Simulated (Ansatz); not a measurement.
Results of LDA in Ansatz (PAW) for AlPt3 (Pm-3m, No. 221, 4 atoms in the cell; start mp-188).

Numerical settings: plane-wave cutoff 520 eV, 14×14×14 k mesh, Fermi–Dirac smearing 0.05 eV, scalar-relativistic PAW data made under PBE.

Cell (relaxed at this level):

```cif
data_AlPt3
_chemical_formula_sum 'Al1 Pt3'
_space_group_name_H-M_alt 'P 1'
_space_group_IT_number 1
_cell_length_a 3.84911
_cell_length_b 3.84911
_cell_length_c 3.84911
_cell_angle_alpha 90.000
_cell_angle_beta 90.000
_cell_angle_gamma 90.000
loop_
_space_group_symop_operation_xyz
  'x, y, z'
loop_
_atom_site_label
_atom_site_type_symbol
_atom_site_fract_x
_atom_site_fract_y
_atom_site_fract_z
_atom_site_occupancy
Al1 Al 0.00000 0.00000 0.00000 1
Pt1 Pt 0.00000 0.50000 0.50000 1
Pt2 Pt 0.50000 0.00000 0.50000 1
Pt3 Pt 0.50000 0.50000 0.00000 1
```

### Question
What does this level give for the bulk modulus B0?

### Answer

* **bulk modulus B0**: 269 GPa

The run finds no gap.

Note: the bulk modulus is −V dP/dV from two relaxed cells at ±2 % in volume; the relaxation could not lower the start's symmetry, so the cell can be a saddle point above a distorted one.

Spin–orbit coupling is not included.

Static lattice: no zero-point or thermal effects.

Computing time: very roughly 90 core-seconds.

A start named mp-… is a Materials Project structure, which need not be a measured phase.

Ansatz is a first-principles code.
